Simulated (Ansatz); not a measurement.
Here is the system:

```xyz
1
Lattice="3.5065 0.0000 0.0000 -1.1688 3.3060 0.0000 1.1688 1.6530 3.0569" Properties=species:S:1:pos:R:3 pbc="T T T"
Na     0.0000     0.0000     0.0000
```

No spin polarisation.

The values are results of Ansatz (a first-principles code) r2SCAN, without spin-orbit coupling, earlier PAW set, not measurements. Settings: 22×22×22 k-points, 0.1 eV Fermi–Dirac smearing.

**Question.** Predict the space group, band gap and in-plane stress.

**Answer.** The space group is Fmmm (No. 69), the band gap is zero and the mean in-plane stress (compression positive) is +0.8 GPa.

The cells carry an imposed strain or load. No phonon test of stability was made. The cell was made from Na in the bcc (W type) structure (space group Im-3m, No. 229) by this change: biaxial strain −4.19 %, plane normal [110], relaxed out of plane.
